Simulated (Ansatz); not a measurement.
## What pressure 4.5 GPa does to TiAl

The reference is TiAl (space group P4/mmm, No. 123; a = 2.813 Å, c = 4.058 Å).

The change: a hydrostatic pressure of 4.5 GPa.

All numbers come from Ansatz (a first-principles code) r2SCAN, no spin-orbit coupling. Γ-centred 16×16×12 mesh, Fermi–Dirac width 0.05 eV.

```tsv
quantity	base	changed	shift
volume per atom	16.06 Å³	15.51 Å³	-0.55 Å³
density	3.87 g/cm³	4.01 g/cm³	+0.14 g/cm³
lattice parameter a	2.813 Å	2.781 Å	-0.032 Å
c/a ratio	1.443	1.442	-0.0005
shortest interatomic distance	2.813 Å	2.781 Å	-0.032 Å
enthalpy H = E + PV relative to the base's energy	–	+0.44 eV/atom	–
band gap	zero	zero	–
```

Final structure:

```
TiAl
1.0
    2.78086     0.00000     0.00000
    0.00000     2.78086     0.00000
    0.00000     0.00000     4.01086
Al Ti
1 1
Cartesian
  1.39043   1.39043   2.00543
  0.00000   0.00000   0.00000
```

Load acts through the strain it causes; cell and atoms are relaxed under it. Stability against distortions was not tested. All final runs are without spin polarisation.
